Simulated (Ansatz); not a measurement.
Take Ag in the fcc (Cu type) structure (space group Fm-3m, No. 225; a = 4.1043 Å; relaxed with 0.1 eV smearing) as the base.

Level of theory: r2SCAN in Ansatz (plane waves to 500 eV, PAW, spin-orbit coupling left out).

Strains are applied to the cell and any free atomic positions relax.

One change was made to it. Results:

```json
[
 {"quantity": "energy relative to the base (free energy F)", "base": "0 meV/atom", "after": "+4.8 meV/atom"},
 {"quantity": "pressure", "base": "0.0 GPa", "after": "-2.8 GPa"}
]
```

### Question
Which change produced these results?
A. isotropic strain +3.00 %
B. isotropic strain +1.50 %
C. isotropic strain +1.00 %

### Answer
C, isotropic strain +1.00 %. For comparison, the energy relative to the base in the other runs: isotropic strain +3.00 % gives +39 meV/atom; isotropic strain +1.50 % gives +10 meV/atom.

Stability against distortions was not tested.

Ansatz is a program for electronic structure.
